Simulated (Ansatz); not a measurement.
Be2Si: response to strain

Consider Be2Si (space group Fm-3m, No. 225; a = 5.260 Å; a model cell, its experimental status unchecked; relaxed with 0.1 eV smearing). Axes: x, y, z lie along the cube axes.

Strains are applied to the cell and any free atomic positions relax; under biaxial strain the out-of-plane vector relaxes too.

Calculations: plane-wave PAW DFT at the PBEsol level (Ansatz, an electronic-structure program, 420 eV), spin-orbit coupling left out.

Notes on the quantities. energy relative to the base: free energy F; pressure: mean of the normal stresses, compression positive.

| change | energy relative to the base | volume per atom | pressure |
|---|---|---|---|
| base | 0 meV/atom | 12.13 Å³ | 0.0 GPa |
| biaxial strain −2.11 %, plane normal [001], relaxed out of plane | +4.8 meV/atom | 11.88 Å³ | 2.1 GPa |
| biaxial strain −0.83 %, plane normal [001], relaxed out of plane | +0.7 meV/atom | 12.04 Å³ | 0.7 GPa |
| biaxial strain +0.87 %, plane normal [001], relaxed out of plane | +0.6 meV/atom | 12.21 Å³ | -0.6 GPa |
| biaxial strain −3.75 %, plane normal [110], relaxed out of plane | +21 meV/atom | 11.57 Å³ | 5.2 GPa |
| isotropic strain −1.50 % | +8.1 meV/atom | 11.59 Å³ | 5.0 GPa |
| isotropic strain +0.51 % | +0.9 meV/atom | 12.32 Å³ | -1.5 GPa |
| isotropic strain +5.30 % | +85 meV/atom | 14.16 Å³ | -11.9 GPa |
| uniaxial strain ε_xx = +0.71 % | +0.3 meV/atom | 12.22 Å³ | -0.7 GPa |
| tensor shear ε_xz = −2.27 % | +5.8 meV/atom | 12.12 Å³ | 0.0 GPa |

Stability against distortions was not tested. The final runs are not spin-polarised.
